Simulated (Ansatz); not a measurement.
Given:

```
CELL_PARAMETERS angstrom
      3.35773     0.00000     0.00000
      1.67887     2.90788     0.00000
      0.00000     0.00000    12.67207
ATOMIC_POSITIONS crystal
  W  0.66667 0.66667 0.75000
  W  0.33333 0.33333 0.25000
  Se 0.66667 0.66667 0.38064
  Se 0.33333 0.33333 0.88064
  Se 0.33333 0.33333 0.61936
  Se 0.66667 0.66667 0.11936
```

No spin polarisation.

Calculations: PBE-D3(BJ) (Ansatz, a quantum-chemistry and plane-wave program), no spin-orbit coupling. Settings: 12×12×3 k-points, 0.05 eV Fermi–Dirac smearing.

### Question
What band gap does the calculation give?

### Answer
0.86 eV.

### Question
Predict the valence-band top at Γ (three highest levels, from the VBM).

### Answer
0.00, -0.84, -1.02 eV.

### Question
Predict the pressure (mean of the normal stresses, compression positive).

### Answer
-3.42 GPa.

### Question
What is the computed width of the top valence band?

### Answer
1.57 eV.

Spin-orbit coupling, missing from the scalar runs, can matter with W. The cells carry an imposed strain or load. No phonon test of stability was made. The cell was made from WSe$_{2}$ (space group P6_3/mmc, No. 194; layered, stacked along the Cartesian z axis) by this change: biaxial strain +2.40 %, plane normal [001], relaxed out of plane.
